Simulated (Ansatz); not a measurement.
Take CuI in the zinc blende structure (space group F-43m, No. 216; a = 6.023 Å) as the base.

The values are results of DFT with r2SCAN, PAW potentials and a 500 eV plane-wave cutoff in Ansatz (a program for electronic structure), scalar-relativistic without spin-orbit coupling, not measurements.

One change was made to it. Results:

```tsv
quantity	base	after
band gap	1.67 eV	zero
shortest interatomic distance	4.928 bohr	4.779 bohr
```

Which change produced these results?
A) I → Te
B) Cu → Cd
C) Cu → Mn

A, I → Te. For comparison, the shortest interatomic distance in the other runs: Cu → Cd gives 5.924 bohr; Cu → Mn gives 5.117 bohr.

The magnetic state is the one reached from the starting moments; the real material's order can differ, and small cells can't hold many antiferromagnetic ones. With I present, leaving out spin-orbit coupling can change the band edges. Stability against distortions was not tested. As relaxed here, CuTe, CdI and MnI are hypothetical phases, not in the database extracts checked. Spin-polarised in the final run: MnI; the other runs are not. An odd electron count without spin: CuTe and CdI.
